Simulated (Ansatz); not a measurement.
Input and output of a relaxation of cell and atoms for NiTeSe (P3m1, 3 atoms in the cell) (Ansatz, a first-principles code).

Computed with PBEsol, PAW files made with PBE (plane waves; Ansatz).

```yaml
crystal:
  lattice:
    - [3.67925, 0.00000, 0.00000]
    - [-1.83963, 3.18632, 0.00000]
    - [0.00000, 0.00000, 5.10108]
  atoms:
    - { symbol: Ni, position: [0.00000, 0.00000, 0.01287] }
    - { symbol: Te, position: [0.66667, 0.33333, 0.74931] }
    - { symbol: Se, position: [0.33333, 0.66667, 0.23782] }
```

Reference input (self-consistent single point, DFT, PBEsol, plane waves, PAW files made with PBE): basis.ecutwfc = 420 eV; kpoints.mp_grid.grid = 7 7 5; hamiltonian.xc = pbesol; hamiltonian.pseudopotentials = {kind: paw} (an earlier, softer set of the program's PAW files); scf.occupations.method = fermi_dirac; scf.occupations.width = 0.1 eV. This run's input differs from it in these lines:

```diff
@@ -18,2 +18,4 @@
   occupations: { method: fermi_dirac, width: 0.1 }
+relax:
+  cell: {}
 output:
```

Output (repeated stretches shortened):

```
   [... SCF lines of the steps left out ...]
relax step   1: F+E_penalty+E_count = -18131.69256236 eV  Δ(F+E_penalty+E_count) = +0.000e0 eV  max|allowed force component| = 2.561e-1 eV/Å  Δτ_max = 0.0000 Å  P = -0.157 GPa  Ω = 59.801 Å³  (13 SCF iters, dr2 threshold 1.00e-7 eV, accepted)
relax step   2: F+E_penalty+E_count = -18131.69013864 eV  Δ(F+E_penalty+E_count) = +2.424e-3 eV  max|allowed force component| = 3.051e-1 eV/Å  Δτ_max = 0.1049 Å  P = +1.862 GPa  Ω = 56.256 Å³  energy of the carried Pulay correction = +1.007e-3 eV  [...]
   [... lines left out ...]
relax step   6: F+E_penalty+E_count = -18131.71354063 eV  Δ(F+E_penalty+E_count) = -1.922e-4 eV  max|allowed force component| = 2.395e-3 eV/Å  Δτ_max = 0.0017 Å  P = -0.002 GPa  Ω = 58.203 Å³  energy of the carried Pulay correction = +4.466e-4 eV  [...]
relax step   7: F+E_penalty+E_count = -18131.71312087 eV  Δ(F+E_penalty+E_count) = +4.198e-4 eV  max|allowed force component| = 2.487e-3 eV/Å  Δτ_max = 0.0000 Å  P = -0.000 GPa  Ω = 58.203 Å³  stress off target by 1.21e-2 GPa  SCF on the basis [...]
basis re-selected at this cell: Δ(F+E_penalty+E_count) = +4.198e-4 eV, ΔP = +0.001 GPa vs the last step
the relaxation is at rest under the 6 symmetry operations that the run kept from its start: a minimum is not shown …
Free energy (F): -18131.713121 eV
Internal energy: -18131.666828 eV  (E = F + TS)
E sigma→0 (E₀):  -18131.689975 eV
Entropy (-TS):   -0.046293 eV (-15.431 meV/atom)
Fermi energy:    12.640531 eV
--- Forces (eV/Å), atoms counted from 1 ---
  atom   1  Ni     0.00000000     0.00000000     0.00248591
   [... lines left out ...]
  cell:  # Å, volume = 58.2030 Å³
   [... lines left out ...]
    - [-1.8486929097066382, 3.2020300472042402, 1.067417465363317e-17]
    - [-2.959830755539414e-17, -6.699371472586081e-33, 4.916154529874006]
  atoms:
    - { symbol: Ni, position: [4.165598074080744e-19, -1.0745534586207508e-34, 0.014493737250950421] }
    - { symbol: Te, position: [0.6666666666666666, 0.3333333333333333, 0.739138971280763] }
    - { symbol: Se, position: [0.3333333333333333, 0.6666666666666666, 0.24636729146828648] }
```

The run converged. 

Summary of the result:
| Item | Result |
|---|---|
| Free energy E − TS (on the zero of these files) | -18131.7131 eV |
| Fermi level (on the code's own zero) | 12.64 eV |
| Pressure | 0.00 GPa |
| Largest force (vector length) | 0.002 eV/Å |
| Final cell | a = b = 3.697 Å, c = 4.916 Å, α = β = 90.00°, γ = 120.00° |
| Final volume per atom | 19.40 Å³ |
| Relaxation steps | 7 |

The starting cell comes from a database of computed structures (which also holds hypothetical and non-ambient phases and stackings), without a prior relaxation at this level. Its lattice was rescaled by a random factor within 2.5 % of one. Spin polarisation is off, so a magnetic state, if there is one, cannot be reached. The relaxation keeps the symmetry of its start, so its end need not be a minimum. Ansatz's pressure includes its estimate of the finite-basis (Pulay) stress.

Cost on one core of a shared machine: roughly 70 s.

Keys are those of Ansatz 0.2.
